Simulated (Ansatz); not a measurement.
An Ansatz (a quantum-chemistry and plane-wave program) input (r2SCAN/PAW in Ansatz, no SOC, earlier PAW set):

Ansatz 0.2 input:
```yaml
crystal:
  lattice:
    - [4.0624779371, 0, 0]
    - [0, 4.0624779371, 0]
    - [0, 0, 4.0624779371]
  atoms:
    - { symbol: Rb, position: [0, 0, 0] }
    - { symbol: Mg, position: [0.5, 0.5, 0.5] }
    - { symbol: F, position: [0, 0.5, 0.5] }
    - { symbol: F, position: [0.5, 0, 0.5] }
    - { symbol: F, position: [0.5, 0.5, 0] }
basis: { ecutwfc: 500, ecutrho_ratio: 4, xc_grid: 4, fft_grid_basis: typed }
kpoints: { mp_grid: { grid: [8, 8, 8] } }
hamiltonian:
  xc: r2scan
  dispersion: none
  pseudopotentials: { azcp: { folder: ./paw }, kind: paw }
scf: { occupations: { method: fermi_dirac, width: 0.05 }, convergence: { dr2_threshold: 0.0000000005 } }
output: { forces: true, stress: true }
```

Problem. Which symmetry and how many k-points will the program report, and about how many plane waves at Γ?

Solution. Space group Pm-3m (ITA 221) with 48 operations, k-points 35 of 512, and 1743 plane waves at Γ.

No phonon test of stability was made. The cell is RbMgF$_{3}$ in the cubic perovskite structure (space group Pm-3m, No. 221; a cell from a computed database, its experimental status unchecked). Many cubic perovskites are stable only at high temperature; tilts and polar distortions were not tested.
